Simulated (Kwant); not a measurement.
Model system: quantum point contact (saddle potential) in a InAs two-dimensional gas. Effective mass 0.023 mₑ, grid spacing 2.5 nm, hard walls, nominal width 60 nm (23 grid rows, so walls 60 nm apart), one parabolic valley, scattering region 180 nm long along x; energies count from the band bottom; Fermi energy 0.0408 eV. Potential (V0 + ½k y²) cos²(πx/L) for |x| < L/2, with V0 swept from 0.04284 to 0 eV, k = 0.00018 eV/nm², L = 55 nm.

The device is made up for the run: typed textbook-type constants, with dimensions and the other settings drawn at random.

Computed with Kwant: effective-mass tight-binding model on a square grid, one spin, coherent transport at 0 K. Conductance is in e²/h.

Density of the scattering states that come in from the left lead, at gate = 0.032285 eV, in bins, relative to the largest site value (x marks bins outside the device):

```
|--::::.....                                 |
|%%##*+===--:....                            |
|@@@%#*+++=-::....                           |
|%%%%*+++==-::.....                          |
|+**+=-----:.......                          |
|.--:....:... ......                         |
| ...   ...     ....                         |
|.::....:....    ....                        |
|+++=-----:....  ....                        |
|%%#*++++=-:::.  .....                       |
|@@%#****+=-::.  .....                       |
|%%#*++++=-:::.  .....                       |
|+++=-----:....  ....                        |
|.::....:....    ....                        |
| ...   ...     ....                         |
|.--:....:... ......                         |
|+**+=-----:.......                          |
|%%%%*+++==-::.....                          |
|@@@%#*+++=-::....                           |
|%%##*+===--:....                            |
|====--::::..                                |
|.....                                       |
```
Scale: ten equal steps from 0.000 (start of ' ') to 0.996 (end of '@'), in the order ' .:-=+*#%@'; x runs from -85.5 to 85.5, y from -26.2 (bottom) to 26.2 (top).

The conductance there is 0.33 e²/h with 3 open channel(s) in the leads.
